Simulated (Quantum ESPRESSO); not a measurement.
Quantum ESPRESSO run on PdIn (Pm-3m, 2 atoms in the cell): self-consistent single point.

Method: PBE, PSlibrary PAW (PBE) pseudopotentials (plane waves; Quantum ESPRESSO 7.5).

The change in words: lattice scaled by 0.98. Reference geometry:
```yaml
crystal:
  lattice:
    - [3.28152, 0.00000, 0.00000]
    - [0.00000, 3.28152, 0.00000]
    - [0.00000, 0.00000, 3.28152]
  atoms:
    - { symbol: In, position: [0.50000, 0.50000, 0.50000] }
    - { symbol: Pd, position: [0.00000, 0.00000, 0.00000] }
```

Reference input (self-consistent single point, DFT, PBE, plane waves, PSlibrary PAW (PBE) pseudopotentials): ecutwfc = 50 Ry; ecutrho = 600 Ry; occupations = smearing; smearing = fermi-dirac; degauss = 0.0099958 Ry; potentials = {In: In.pbe-dn-kjpaw_psl.1.0.0.UPF, Pd: Pd.pbe-n-kjpaw_psl.1.0.0.UPF}; K_POINTS = automatic 13 13 13 0 0 0; conv_thr = 1e-10 Ry; mixing_beta = 0.7. This run's input differs from it in these lines:

```diff
@@ -25,7 +25,7 @@
 CELL_PARAMETERS {angstrom}
-   3.28152500     0.00000000     0.00000000
-   0.00000000     3.28152500     0.00000000
-   0.00000000     0.00000000     3.28152500
+   3.21589400     0.00000000     0.00000000
+   0.00000000     3.21589400     0.00000000
+   0.00000000     0.00000000     3.21589400
 ATOMIC_POSITIONS {angstrom}
-In    1.64076250    1.64076250    1.64076250
+In    1.60794700    1.60794700    1.60794700
 Pd    0.00000000    0.00000000    0.00000000
```

Output (repeated stretches shortened):

```
     Self-consistent Calculation

     iteration #  1     ecut=    50.00 Ry     beta= 0.70

     Threshold (ethr) on eigenvalues was too large:
     Diagonalizing with lowered threshold

     total energy              =    -741.89476591 Ry
     estimated scf accuracy    <       0.04085452 Ry

     iteration #  2     ecut=    50.00 Ry     beta= 0.70

     total energy              =    -741.90021811 Ry
     estimated scf accuracy    <       0.01917448 Ry

     iteration #  3     ecut=    50.00 Ry     beta= 0.70

     total energy              =    -741.90482261 Ry
     estimated scf accuracy    <       0.00810777 Ry

   [... 4 blocks of this kind left out ...]

     iteration #  8     ecut=    50.00 Ry     beta= 0.70

     total energy              =    -741.90651208 Ry
     estimated scf accuracy    <          3.9E-10 Ry

     iteration #  9     ecut=    50.00 Ry     beta= 0.70
     End of self-consistent calculation

     the Fermi energy is    15.6547 ev

!    total energy              =    -741.90651208 Ry
     estimated scf accuracy    <          1.5E-11 Ry
     smearing contrib. (-TS)   =      -0.00294712 Ry
     internal energy E=F+TS    =    -741.90356496 Ry

     convergence has been achieved in   9 iterations

     Forces acting on atoms (cartesian axes, Ry/au):

     atom    1 type  1   force =     0.00000000    0.00000000    0.00000000
     atom    2 type  2   force =     0.00000000    0.00000000    0.00000000

     Total force =     0.000000     Total SCF correction =     0.000000

          total   stress  (Ry/bohr**3)                   (kbar)     P=      108.19
   0.00073548   0.00000000   0.00000000          108.19        0.00        0.00
   0.00000000   0.00073548   0.00000000            0.00      108.19        0.00
   0.00000000   0.00000000   0.00073548            0.00        0.00      108.19

   JOB DONE.
```

The run converged in 9 iterations. Against the reference run the free energy rises by 48.5 meV/atom and the pressure goes from 1.71 to 10.82 GPa.

The starting cell has typed, rounded lattice constants, without a prior relaxation at this level. Its lattice was rescaled by a random factor within 2.5 % of one. For this run, on top of that: lattice scaled by 0.98. Spin polarisation is off. With a pressure of about 11 GPa the cell is away from its equilibrium volume at this level.

Cost on one core of a shared machine: roughly 70 s.
